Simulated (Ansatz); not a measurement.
TiO2, point defects

The parent structure is a 12-atom supercell of TiO2 in the anatase structure (space group I4_1/amd, No. 141; a = 3.7779 Å, c = 9.5838 Å) at its relaxed geometry.

One neutral defect a cell, atoms relaxed at fixed cell.

The values are results of Ansatz (a program for electronic structure), r2SCAN, PAW, cutoff 500 eV, without spin-orbit coupling, not measurements.

| case | pressure | largest displacement of a host atom from its site in the perfect cell |
|---|---|---|
| perfect supercell | 0.0 GPa | – |
| C on a O site | 6.6 GPa | 0.29 Å |
| S on a O site, symmetric start | 18.4 GPa | 0.31 Å |
| Te on a O site, symmetric start | 33.8 GPa | 0.52 Å |
| Ti vacancy, symmetric start | 1.2 GPa | 0.58 Å |
| Ti interstitial (started 1.80 Å from the nearest host atom) | ___ | ___ |

**Question.** What belongs in the blanks?

**Answer.** 
- Ti interstitial (started 1.80 Å from the nearest host atom), pressure: 14.0 GPa
- Ti interstitial (started 1.80 Å from the nearest host atom), largest displacement of a host atom from its site in the perfect cell: 0.35 Å

Other magnetic orders, which the real material may have, were not ruled out. The cell is small, so the values are those of an ordered compound at a high defect concentration; dilute-limit values will differ. A case with no gap was solved on a k-mesh chosen for an insulator, which is coarse for it. Defects with a symmetric start kept the site's symmetry and may sit on a saddle; the others started slightly shaken. Seeded moments were not kept for S on a O site, Te on a O site and Ti interstitial (started 1.80 Å from the nearest host atom). No Hubbard U is applied, and correlation can decide whether such a compound is a metal. Spin-polarised in the final run: C on a O site, S on a O site, Te on a O site, Ti vacancy and Ti interstitial (started 1.80 Å from the nearest host atom); the other runs are not.
